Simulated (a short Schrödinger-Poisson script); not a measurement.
Stack: symmetric double-gate stack, Si3N4 on p-type Ge(100), at 300 K.

| layer | material | thickness (nm) | Na (cm⁻³) |
|---|---|---|---|
| 1 | Si3N4 | 4.7 | - |
| 2 | Ge | 2 | 8e15 |
| 3 | Si3N4 | 4.7 | - |

Constants are typed, rounded textbook-type inputs, not results; the design itself was drawn at random and stands for no fabricated device. Si3N4: permittivity 7.5, conduction-band edge (eV) 1.9, gap (eV) 5.1, electron mass (mₑ) 0.5. Ge: permittivity 16, conduction-band edge (eV) 0, gap (eV) 0.664, Nv at 300 K (cm⁻³) 6e18.

Channel valleys (confinement mass, in-plane density-of-states mass, number): L4 0.12, 0.295, 4. At the gates, both at one voltage, the conduction-band edge of layer 1 lies 2.23 eV − eVg above the Fermi level of the channel. Gaps are held at their typed values at every temperature. Mesh 0.03 nm at interfaces.

From a short Schrödinger-Poisson script (our own, NumPy): 1D Poisson equation in equilibrium, electrons quantum, Hartree (BenDaniel-Duke, 12 states a valley, the channel's in-plane mass for all, wave functions ending at the dielectric), parabolic valleys, classical holes, full ionisation, no traps, pinning or gate leakage.

The same stack at other levels of the model or other numerical settings:

```
run                                          sheet density of all electrons at Vg = 1.8 V (cm⁻²)  capacitance of both gates at Vg = 1.8 V (μF/cm²)  rough cost against the base
-------------------------------------------  ---------------------------------------------------  ------------------------------------------------  ---------------------------
base                                                                                     1.13e13                                              2.52                      about 1
electrons treated as classical, Boltzmann                                                2.42e13                                              2.73                          0.2
electrons treated as classical, Fermi-Dirac                                              2.25e13                                              2.54                          0.5
mesh six times as coarse                                                                 1.13e13                                              2.52                          0.4
one subband a valley                                                                     1.13e13                                              2.52                      about 1
```

The classical rows ignore confinement, and Boltzmann statistics overrate the density once the band edge passes the Fermi level.

Only the L valleys are kept; under strong confinement the Δ valleys of Ge fill too.
